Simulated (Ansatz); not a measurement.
**Rh, pressure series**

Consider Rh in the fcc (Cu type) structure (space group Fm-3m, No. 225; a = 3.754 Å).

Cell and atoms are relaxed at each pressure.

Calculations: LDA (Ansatz, a program for electronic structure, PAW, no SOC).

Notes on the quantities. enthalpy: H = E + PV relative to the base's energy.

| variant | shortest interatomic distance | enthalpy |
|---|---|---|
| base | 2.654 Å | – |
| pressure −2 GPa | 2.660 Å | -0.17 eV/atom |
| pressure −1 GPa | 2.657 Å | -0.08 eV/atom |
| pressure 0.9 GPa | 2.652 Å | +0.07 eV/atom |
| pressure 2.1 GPa | 2.649 Å | +0.17 eV/atom |
| pressure 4.5 GPa | 2.642 Å | +0.37 eV/atom |
| pressure 9 GPa | 2.631 Å | +0.73 eV/atom |
| pressure 15 GPa | 2.617 Å | +1.21 eV/atom |
| pressure 22.5 GPa | 2.601 Å | +1.80 eV/atom |
| pressure 30 GPa | 2.586 Å | +2.38 eV/atom |

Load acts through the strain it causes; cell and atoms are relaxed under it. No phonon test of stability was made. Competing high-pressure phases were not computed. All final runs are without spin polarisation.
